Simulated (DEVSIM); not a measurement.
Device: abrupt Si p-n junction, at 300 K.

Layer 1 from the left is Si, thickness (μm) 0.350, Na (cm⁻³) 2.4e18, τn (s) 2.4e-5, τp (s) 2.4e-5. Layer 2 from the left is Si, thickness (μm) 16.0, Nd (cm⁻³) 1.7e15, τn (s) 2.4e-5, τp (s) 2.4e-5.

Left contact: ohmic. Right contact: ohmic. Voltage is applied to the left contact. Recombination: SRH at mid-gap, radiative. Mobility is μmin + (μ − μmin)/(1 + (N/Nref)^α).

The device is made up for the run: typed textbook-type constants, with dimensions and the other settings drawn at random. Values at 300 K.

Si: gap (eV) 1.124, affinity (eV) 4.05, permittivity 11.7, Nc (cm⁻³) 2.86e19, Nv (cm⁻³) 3.1e19, μn (cm²/Vs) 1417, μp (cm²/Vs) 470, μn,min 52, μp,min 45, Nref,n 9.7e16, Nref,p 2.2e17, αn 0.68, αp 0.72, B (cm³/s) 4.7e-15.

Problem. Estimate by hand the built-in potential, the peak field at zero bias, the capacitance at -1.5 V, and compare with a numerical solution.

Solution. 
- Built-in potential: ni = √(Nc Nv) exp(−Eg/2kT) = 1.08e10 cm⁻³ with Eg = 1.124 eV; Vbi = kT/q ln(Na Nd/ni²) = 0.806 V; numerical 0.806 V.
- Peak field at zero bias: depletion approximation: W = √(2εVbi/(qN)) = 0.783 μm with N = 1.70e15 cm⁻³; field = 2Vbi/W = 20600 V/cm; numerical 85900 V/cm (estimate below by 76 %).
- Capacitance at -1.5 V: C = √(qεN / 2(Vbi + |V|)) = 7.82 nF/cm²; numerical 8.02 nF/cm² (estimate below by 2.6 %).

Model (solved in DEVSIM): 1D drift-diffusion, Boltzmann statistics, complete ionisation; no tunnelling, impact ionisation, image-force lowering or self-heating.
